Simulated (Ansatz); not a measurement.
CdTe under load (space group F-43m), r2SCAN with spin-orbit coupling, rigid bands (Ansatz, an electronic-structure program). Condition of this run: hydrostatic pressure of 1 GPa (compression positive) (the target of the relaxation). Band gap 1.08 eV, N_c = 7.74e17 cm⁻³ and N_v = 1.82e19 cm⁻³ at 300 K, conductivity masses of 0.102 mₑ (electrons) and 0.519 mₑ (holes). Take k_BT = 0.02585 eV.

**Question.** What thermal injection velocity √(2k_BT/πm) limits a ballistic channel?

**Answer.** 1.68e7 cm/s for electrons and 7.47e6 cm/s for holes, a ratio of √(m_h/m_e) = 2.26, for dilute carriers.

**Question.** Find the intrinsic carrier density and the intrinsic Fermi level.

**Answer.** n_i = √(N_c N_v) exp(−E_g/2k_BT) = 3.75e18 × exp(−20.89) = 3.2e9 cm⁻³. The level lies (k_BT/2) ln(N_v/N_c) = 41 meV from mid-gap (positive towards the conduction band). Each 0.1 eV added to the gap lowers n_i by a factor of 6.9.

**Question.** What built-in voltage has an abrupt junction with N_A = 1e16 and N_D = 1e17 cm⁻³, all dopants ionised?

**Answer.** V_bi = E_g/e − (k_BT/e) ln(N_c N_v/(N_A N_D)) = 1.08 − 0.02585 × 9.55 = 0.83 V, for the computed gap.

Rigid bands with the computed gap; masses take one relaxation time for all states. Geometry: cell and atoms relaxed with PBEsol.
